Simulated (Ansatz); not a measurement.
Band structure of Tl (P6_3/mmc, 2 atoms in the cell).

```
CELL_PARAMETERS angstrom
      3.56099     0.00000     0.00000
     -1.78050     3.08391     0.00000
      0.00000     0.00000     5.74933
ATOMIC_POSITIONS crystal
  Tl 0.33333 0.66667 0.25000
  Tl 0.66667 0.33333 0.75000
```

Method of the run: PBE, PAW files (plane waves; Ansatz, a first-principles code).

Settings: kpoints.mp_grid.grid = 7 7 4; hamiltonian.xc = pbe; hamiltonian.pseudopotentials = {kind: paw} (the program's default PAW files); scf.occupations.method = gaussian; scf.occupations.width = 0.272 eV; kpoints.band_path.npoints = 8.

The starting cell comes from a database of computed structures (which also holds hypothetical and non-ambient phases and stackings), without a prior relaxation at this level. Its lattice was rescaled by a random factor within 2.5 % of one. Spin-orbit coupling is off.

Levels in eV from the Fermi level, bands 10 to 16:
| point | 10 | 11 | 12 | 13 | 14 | 15 | 16 |
|---|---|---|---|---|---|---|---|
| Γ | -11.10 | -9.39 | -5.23 | -2.48 | 7.46 | 7.46 | 9.31 |
| M | -11.04 | -5.65 | -4.56 | -0.82 | 0.48 | 1.33 | 3.57 |
| K | -11.10 | -4.59 | -4.59 | -1.04 | 1.55 | 1.55 | 2.64 |
| A | -11.18 | -8.12 | -8.12 | 2.91 | 2.91 | 8.34 | 8.34 |
| L | -11.05 | -4.76 | -4.76 | -1.94 | -1.94 | 5.26 | 5.26 |
| H | -11.09 | -4.21 | -4.21 | -0.70 | -0.70 | 0.31 | 0.31 |

Bands cross the Fermi level along this path, so the cell is metallic at this level.

Keys are those of Ansatz 0.2.
